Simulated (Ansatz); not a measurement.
An Ansatz (a program for electronic structure) run: hypothetical Fm-3m MoTe2 with a change (Mo → Nb); Ansatz PBE, no spin-orbit coupling, earlier PAW set.

Input:

Ansatz 0.2 input:
```yaml
crystal:
  lattice:
    - [0, 3.4314246144, 3.4314246144]
    - [3.4314246144, 0, 3.4314246144]
    - [3.4314246144, 3.4314246144, 0]
  atoms:
    - { symbol: Nb, position: [0, 0, 0] }
    - { symbol: Te, position: [0.25, 0.25, 0.25] }
    - { symbol: Te, position: [0.75, 0.75, 0.75] }
basis: { ecutwfc: 420, ecutrho_ratio: 4, xc_grid: 2, fft_grid_basis: typed }
kpoints: { mp_grid: { grid: [12, 12, 12] } }
hamiltonian:
  xc: pbe
  dispersion: none
  pseudopotentials: { azcp: { folder: ./paw }, kind: paw }
scf: { occupations: { method: fermi_dirac, width: 0.05 }, convergence: { dr2_threshold: 0.0000000003 } }
output: { forces: true, stress: true }
checkpoint: { write: state.ck, write_every: 1000 }
```

Output (explanatory and most iteration lines left out):

```
Pseudopotential: Nb, paw, valence charge 13
Pseudopotential: Te, paw, valence charge 16
Crystal: 3 atoms, lattice volume = 80.808 Å³
Basis set: ecut = 420 eV, 1591 PW (Γ), exchange–correlation on 72×72×72 points (8 copies of the dense FFT grid, shifted against one another)
Bands: 27, of which v1, the nominal top of the filled ones, is band 23 counted from 1 (22 counted from 0)
Symmetry: 48 space group operations
Space group: Fm-3m (ITA 225), of the structure as read, at distance tolerance 4.3e-5 Å
k-points: 72 of 1728
Functional: x = pbe(κ = 0.804, μ = 0.2195149727645171), c = pbe(β = 0.06672455060314922)
SCF iter   1: F=—  HF=-18512.469338 eV  |F-HF|=—  |Δ(HF+E_count)|=         —  Δρ=2.63e-2  dr2=6.51e-1  ethr=3.10e-3  ⟨swp⟩=6.3  Hψ=8869  notcnv=0
SCF iter   2: F=—  HF=-18512.420888 eV  |F-HF|=—  |Δ(HF+E_count)|=   4.84e-2  Δρ=1.51e-2  dr2=4.27e-1  ethr=1.45e-3  ⟨swp⟩=3.0  Hψ=4575  notcnv=0
SCF 1 converged in 10 iterations: F = -18512.339859 eV  dr2 = 1.76e-11
SCF converged after 10 iterations
Free energy (F): -18512.339859 eV
Internal energy: -18512.282220 eV  (E = F + TS)
E sigma→0 (E₀):  -18512.311040 eV
Entropy (-TS):   -0.057639 eV (-19.213 meV/atom)
Fermi energy:    11.903401 eV
--- Forces (eV/Å), atoms counted from 1 ---
  atom   1  Nb    -0.00000000     0.00000000     0.00000000
  atom   2  Te    -0.00000000     0.00000000    -0.00000000
  atom   3  Te     0.00000000    -0.00000000    -0.00000000
--- Stress (GPa, compression-positive) ---
        0.005094      -0.000000       0.000000
       -0.000000       0.005094       0.000000
       -0.000000       0.000000       0.005094
  P = ⅓ Tr σ = 0.0051 GPa (0.051 kbar)
```

Whether these cells are dynamically stable was not tested. The final runs are not spin-polarised. An odd electron count without spin: NbTe2. The cell was made from MoTe2 by this change: Mo → Nb; the result is a hypothetical phase, not in the database extracts checked. NbTe2 has a high density of states at the Fermi level and may be magnetic at this level.
